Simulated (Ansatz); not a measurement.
LiAlH4 under a change: pressure 4.5 GPa

Base system: LiAlH4 (space group I4_1/a, No. 88; a = 4.565 Å, c = 10.277 Å; a cell from a computed database, its experimental status unchecked).

Now apply this change: a hydrostatic pressure of 4.5 GPa.

Computed with plane-wave PAW DFT at the r2SCAN level (Ansatz, an electronic-structure program, 500 eV), without spin-orbit coupling. Γ-centred 8×8×8 mesh, Fermi–Dirac width 0.05 eV.

- Volume per atom = 7.77 Å³ (base 8.92 Å³)
- Lattice parameter a = 4.389 Å (base 4.565 Å)
- c/a ratio = 2.205 (base 2.251)
- Shortest interatomic distance = 1.622 Å (base 1.634 Å)
- Enthalpy H = E + PV relative to the base's energy = +0.23 eV/atom
- Band gap = 4.21 eV (base 4.56 eV)
- Gap character = indirect, Γ–M (60 % along) → Γ–M (20 % along) (base direct at k = (0.125, 0.125, -0.125) in the run's primitive reciprocal basis)
- Smallest direct gap = 4.24 eV (base 4.56 eV)
- Width of the top valence band = 1.79 eV (base 1.43 eV)
- Electron mass = 3.0 mₑ along k, 0.35 mₑ across (off the special points) (base 2.0 mₑ along k, 0.39 mₑ across (off the special points))

Final structure:

```
LiAlH4
1.0
   -2.19449     2.19449     4.83955
    2.19449    -2.19449     4.83955
    2.19449     2.19449    -4.83955
Li Al H
2 2 8
Direct
  0.25000   0.75000   0.50000
  0.50000   0.50000   0.00000
  0.75000   0.25000   0.50000
  0.00000   0.00000   0.00000
  0.84668   0.90561   0.42587
  0.90332   0.34439   0.07413
  0.47973   0.42080   0.57413
  0.27027   0.82920   0.92587
  0.17080   0.09668   0.44107
  0.57920   0.15332   0.05893
  0.65561   0.72973   0.55893
  0.09439   0.52027   0.94107
```

Cost of the whole job for the changed cell (relaxation, final SCF and bands): very roughly 2.2 core-minutes.

Load acts through the strain it causes; cell and atoms are relaxed under it. Masses are band curvatures over ±0.01 Å⁻¹ around the edge. Along k means along the line from Γ to the band edge. Stability against distortions was not tested. The base started in C2/c and relaxed to I4_1/a at this level.
